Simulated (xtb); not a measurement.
xtb 6.7.1, GFN1-xTB: Sn(H)(NH2)3 ([NH2][SnH]([NH2])[NH2]), 11 atoms. The geometry is a generated start, not checked to be a minimum at this level.

```yaml
run_flags: --grad
method: GFN1-xTB
"--acc": 1 (default)
"--etemp (K)": 300 (default)
basis_functions: 36
valence_electrons: 26
```

```xyz
11

Sn    -0.1041     0.0608    -0.5254
N     -0.3583     1.8209     0.4371
N      1.8219    -0.4773    -0.5072
N     -0.9895    -1.4237     0.5372
H     -0.5407     0.2972    -2.1355
H     -0.3270     1.7215     1.4436
H     -1.2192     2.3063     0.2260
H      2.4562     0.3044    -0.6120
H      2.0794    -0.9377     0.3572
H     -1.9927    -1.3293     0.6311
H     -0.8259    -2.3432     0.1480
```

One run each on 1 thread. Values of broydamp tried: 0.02, 0.05, 0.1, 0.2, 0.4 (default), 0.6, 0.8, 1.

How does the count of SCC iterations change with broydamp, and where is it least?

Fewest SCC iterations, within one of each other: 0.4 (default) with 9, 0.6 with 10. The count rises to 16 at 0.02. All converge to one solution.

```
broydamp       SCC iterations            end
-------------  --------------  -------------
0.02                       16  same solution
0.05                       15  same solution
0.1                        14  same solution
0.2                        12  same solution
0.4 (default)               9  same solution
0.6                        10  same solution
0.8                        11  same solution
1                          11  same solution
```
